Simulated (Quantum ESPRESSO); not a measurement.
# Several settings converged on TiAl (P4/mmm, 2 atoms in the cell)

```yaml
crystal:
  lattice:
    - [2.84415, 0.00000, 0.00000]
    - [0.00000, 2.84415, 0.00000]
    - [0.00000, 0.00000, 4.09035]
  atoms:
    - { symbol: Ti, position: [0.00000, 0.00000, 0.00000] }
    - { symbol: Al, position: [0.50000, 0.50000, 0.50000] }
```

Base method: PBE, SSSP 1.1.2 efficiency (PBE) pseudopotentials (plane waves; Quantum ESPRESSO).

Base settings: ecutwfc = 50 Ry; ecutrho = 400 Ry; occupations = smearing; smearing = gaussian; degauss = 0.0073499 Ry; potentials = {Ti: ti_pbe_v1.4.uspp.F.UPF, Al: Al.pbe-n-kjpaw_psl.1.0.0.UPF}; K_POINTS = automatic 7 7 5 0 0 0; conv_thr = 1e-09 Ry; mixing_beta = 0.3.

Core times come from one kind of shared machine, to one figure; runs under 30 s give none.

**Zone-centre phonons against the cutoff**

In this ladder: ph.x.tr2_ph = 1e-14; ph.x.fildyn = dyn.G; dynmat.x.fildyn = dyn.G; dynmat.x.asr = crystal. Moved along: ecutrho.

The mesh stays at the base's, so the ladder's end is converged at best in this setting alone.

Frequencies are those of the unrelaxed cell, without the LO-TO term of polar crystals.

Only quantities that move along the ladder and can be compared are tabulated.

```tsv
ecutwfc	highest zone-centre frequency (cm⁻¹)
25 Ry	303.0
30 Ry	301.3
35 Ry	301.3
42 Ry	301.3
50 Ry	301.3
60 Ry	301.2
75 Ry	301.1
```

Coarsest ecutwfc that holds the highest zone-centre frequency within 1 cm⁻¹ of the last step, with all finer ones: 30 Ry; the step before is off by 1.9 cm⁻¹.

**Zone-centre phonons against the SCF threshold**

In this ladder: ph.x.tr2_ph = 1e-14; ph.x.fildyn = dyn.G; dynmat.x.fildyn = dyn.G; dynmat.x.asr = crystal.

The mesh stays at the base's, so the ladder's end is converged at best in this setting alone.

Frequencies are those of the unrelaxed cell, without the LO-TO term of polar crystals.

Only quantities that move along the ladder and can be compared are tabulated.

```tsv
conv_thr	highest zone-centre frequency (cm⁻¹)	core time / last (rough)
7.3e-05 Ry	220.7	0.9
7.3e-07 Ry	301.0	0.9
7.3e-09 Ry	301.3	1.0
7.3e-11 Ry	301.3	1.0
7.3e-13 Ry	301.2	1
```

Coarsest conv_thr that holds the highest zone-centre frequency within 10 cm⁻¹ of the last step, with all finer ones: 7.3e-07 Ry; the step before is off by 81 cm⁻¹.

On the base run: the starting cell has typed, rounded lattice constants, without a prior relaxation at this level. Its lattice was rescaled by up to half a per cent. Spin polarisation is off.
